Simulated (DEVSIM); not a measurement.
Device: abrupt GaAs n-p junction, at 350 K.

Layer 1 from the left is GaAs, thickness (μm) 23.0, Nd (cm⁻³) 3.9e15, τn (s) 2.2e-9, τp (s) 2.2e-9. Layer 2 from the left is GaAs, thickness (μm) 60.0, Na (cm⁻³) 2.2e16, τn (s) 2.2e-9, τp (s) 2.2e-9.

Left contact: ohmic. Right contact: ohmic. Voltage is applied to the left contact. Recombination: SRH at mid-gap, radiative, Auger. Mobility is μmin + (μ − μmin)/(1 + (N/Nref)^α).

This is a model device: material constants are rounded textbook-type values typed into the input, and sizes, dopings and lifetimes were drawn at random. Values at 300 K; Nc and Nv go as T^1.5, mobilities as T to minus their exponent, the gap by Varshni's rule with the affinity fixed.

GaAs: gap (eV) 1.424, affinity (eV) 4.07, permittivity 12.9, Nc (cm⁻³) 4.7e17, Nv (cm⁻³) 9e18, μn (cm²/Vs) 8500, μp (cm²/Vs) 400, μn,min 500, μp,min 20, Nref,n 6e16, Nref,p 1.5e17, αn 0.39, αp 0.38, T exponent of μn 2.1, T exponent of μp 2.2, B (cm³/s) 2e-10, Cn (cm⁶/s) 1e-30, Cp (cm⁶/s) 1e-30, Varshni α (eV/K) 0.000541, Varshni β (K) 204.

Task: Estimate by hand the built-in potential, the peak field at zero bias, the capacitance at 1.5 V, and compare with a numerical solution.

Result: 
- Built-in potential: ni = √(Nc Nv) exp(−Eg/2kT) = 2.12e8 cm⁻³ with Eg = 1.401 eV; Vbi = kT/q ln(Na Nd/ni²) = 1.061 V; numerical 1.061 V.
- Peak field at zero bias: depletion approximation: W = √(2εVbi/(qN)) = 0.676 μm with N = 3.31e15 cm⁻³; field = 2Vbi/W = 31400 V/cm; numerical 30500 V/cm (estimate above by 2.9 %).
- Capacitance at 1.5 V: C = √(qεN / 2(Vbi + |V|)) = 10.9 nF/cm²; numerical 11.0 nF/cm² (estimate below by 1.2 %).

Model (solved in DEVSIM): 1D drift-diffusion, Boltzmann statistics, complete ionisation; no tunnelling, impact ionisation, image-force lowering or self-heating.
